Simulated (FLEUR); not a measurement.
FLEUR run on Os (P6_3/mmc, 4 atoms in the cell): self-consistent single point.

Level of theory: PBE, all-electron FLAPW (FLEUR), scalar-relativistic valence.

The change in words: lattice scaled by 0.98. Reference geometry:
```
Os
1.0
    2.75459     0.00000     0.00000
   -1.37729     2.38555     0.00000
    0.00000     0.00000     8.86291
Os
4
Direct
  0.00000   0.00000   0.00000
  0.00000   0.00000   0.50000
  0.33333   0.66667   0.25000
  0.66667   0.33333   0.75000
```

Reference input (self-consistent single point, DFT, PBE, all-electron FLAPW (FLEUR), scalar-relativistic valence): Kmax = 4.3 1/bohr; GmaxXC = 15 1/bohr; xcFunctional = pbe; jspins = 1; l_soc = F; mode = gauss; fermiSmearingEnergy = 0.00367493 Htr; mesh (inpgen div1-3) = 9 9 3; inpgen gamma flag = false; Gmax = 15 1/bohr; numbands = 0; maxIterBroyd = 40. This run's input differs from it in these lines:

```diff
@@ -3,5 +3,5 @@
 &input film=f /
-5.2054207762 -0.0000000210 0.0000000000
--2.6027103699 4.5080266401 0.0000000000
-0.0000000000 0.0000000000 16.7484744569
+5.1013120626 -0.0000000391 0.0000000000
+-2.5506559974 4.4178658584 0.0000000000
+0.0000000000 0.0000000000 16.4135053835
 1.0
@@ -45,5 +45,5 @@
          <bravaisMatrix>
-            <row-1>    5.2054207762000004    -0.0000000210000000     0.0000000000000000</row-1>
-            <row-2>   -2.6027103699000000     4.5080266400999998     0.0000000000000000</row-2>
-            <row-3>    0.0000000000000000     0.0000000000000000    16.7484744568999986</row-3>
+            <row-1>    5.1013120625999999    -0.0000000391000000     0.0000000000000000</row-1>
+            <row-2>   -2.5506559973999998     4.4178658583999999     0.0000000000000000</row-2>
+            <row-3>    0.0000000000000000     0.0000000000000000    16.4135053834999987</row-3>
          </bravaisMatrix>
```

Output, abridged:

```
 Iteration:     1   Distance:      15.57675336 me/bohr^3
 Iteration:     2   Distance:      14.23999593 me/bohr^3
 Iteration:     3   Distance:       6.19471319 me/bohr^3
 Iteration:     4   Distance:       1.75976897 me/bohr^3
 Iteration:     5   Distance:       1.53090132 me/bohr^3
   [... 8 lines left out ...]
 Iteration:    14   Distance:       0.00018845 me/bohr^3
 Iteration:    15   Distance:       0.00004720 me/bohr^3
 Iteration:    16   Distance:       0.00003351 me/bohr^3
 Iteration:    17   Distance:       0.00000572 me/bohr^3
 Run finished successfully
 Stop message:
   Structural relaxation: Done

[file out, last iteration]
             iter=     18
[...]
          total density-effective poten   -1.2078024305E+05
          total charge density-energy d   -1.3648995119E+03
 Updated energy parameters for spin:           1
[...]
 fermi energy and band-weighting factors:
    1.186836    1.236987    1.270186

[...]
FERMIE:
          first approx. to ef    (T=0)  :   0.740358 htr   (energy of the highest occ. eigenvalue)
          number of occ. states  (T=0)  :        680
          first approx. to seigv (T=0)  :  -3.982986 htr
          sum of weights of occ. states :  28.008230
          sum of semicore charge        :   0.000000 e
          fermi energy=   0.74032 har   work function= -20.14516 ev
          number of valence electrons=  56.00000
   [... lines left out ...]
          total moment                 =     0.00000
 Direct bandgap for spin            1 :    7.9895592636126667E-003  Htr
 ---->    free energy=                    -69127.9058310163 htr
   [... lines left out ...]
      extrapolation for T->0
 ---->    total electron energy=          -69127.9058310163 htr
 ***** TOTAL FORCES ON ATOMS *****
 TOTAL FORCE FOR ATOM TYPE=  1  X=  0.000   Y=  0.000   Z=  0.000
                       FX_TOT= 0.000000 FY_TOT= 0.000000 FZ_TOT= 0.000000
 TOTAL FORCE FOR ATOM TYPE=  2  X=  2.551   Y= -1.473   Z=  4.103
                       FX_TOT= 0.000000 FY_TOT= 0.000000 FZ_TOT= 0.000000
 Structural relaxation: Done
```

The run converged in 17 iterations. FLEUR gives forces in its relaxation mode, with a further iteration, so its stop message speaks of a relaxation. Against the reference run the total energy rises by 36.4 meV/atom.

The starting cell was generated: these elements placed on a structure prototype, without a prior relaxation; it need not be a known phase or ordering of this composition. Its lattice was rescaled by a random factor within 2.5 % of one. For this run, on top of that: lattice scaled by 0.98. Spin-orbit coupling is off. Spin polarisation is off. Values depend on the basis (sphere radii, cutoffs, local orbitals), which need not be converged. The log's line on a gap gives a spacing of levels on this mesh, which the program prints for metals too.

Cost on one core of a shared machine: roughly 90 s.
